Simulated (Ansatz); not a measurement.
Level of theory: PBE (plane waves to 420 eV, PAW; Ansatz, an electronic-structure program).

Electrostatic potential energy of an electron, averaged over planes parallel to the surface, in eV from the Fermi level, for Ag on the 1x1 (111) surface of fcc Pt, one in a 2x2 cell, started at the site 'hollow Pt-Pt-Pt over Pt at depth 2.3 Å':

```
z (Å)  V (eV)
-----  ------
5.20     5.66
5.49     5.66
5.78     5.66
6.07     5.65
6.36     5.65
6.64     5.64
6.93     5.61
7.22     5.56
7.51     5.44
7.80     5.16
8.09     4.52
8.38     3.03
8.67    -0.72
8.96    -9.46
9.24   -18.82
9.53   -23.28
9.82   -20.45
10.11  -11.97
10.40   -2.97
10.69    0.24
10.98   -2.12
11.27  -10.51
11.56  -19.50
11.84  -23.56
12.13  -20.53
12.42  -12.05
12.71   -3.20
13.00   -0.19
13.29   -2.99
13.58  -11.72
13.87  -20.32
14.16  -23.57
14.44  -19.74
14.73  -10.85
15.02   -2.32
15.31    0.25
15.60   -2.64
15.89  -11.44
16.18  -20.12
16.47  -23.37
16.76  -19.35
17.04  -10.21
17.33   -1.37
17.62    2.14
17.91    2.38
18.20    1.42
18.49    0.53
18.78    0.30
19.07    0.89
19.36    2.03
19.64    3.09
19.93    3.51
20.22    3.67
20.51    3.75
20.80    3.78
21.09    3.80
21.38    3.81
21.67    3.81
21.96    3.81
22.24    3.81
22.53    3.81
22.82    3.81
23.11    3.81
```

Set-up: 17 atoms, 6.9 Å thick at the start under the adsorbate (thin: gaps and levels are the slab's own); mesh 6x6x1; 0.1 eV smearing; dipole correction on; 8 atoms held, the rest relaxed; held to the start's symmetry, so lower structures may exist; no spin, no spin-orbit, no U, no dispersion correction. At the end it is bonded to 3 Pt. In PBE this state lies 0.03 eV over the lowest of the starts that converged ('hollow Pt-Pt-Pt over Pt at depth 4.6 Å').

Task: The surface cell has an area of 27.30 Å². What dipole along the normal does the step between the two vacuum levels imply?

Result: the top vacuum level lies 1.84 eV below the bottom one; p = −ε₀ A ΔV (ε₀ = 0.005526 e/(V·Å)) gives 0.28 e·Å a cell.
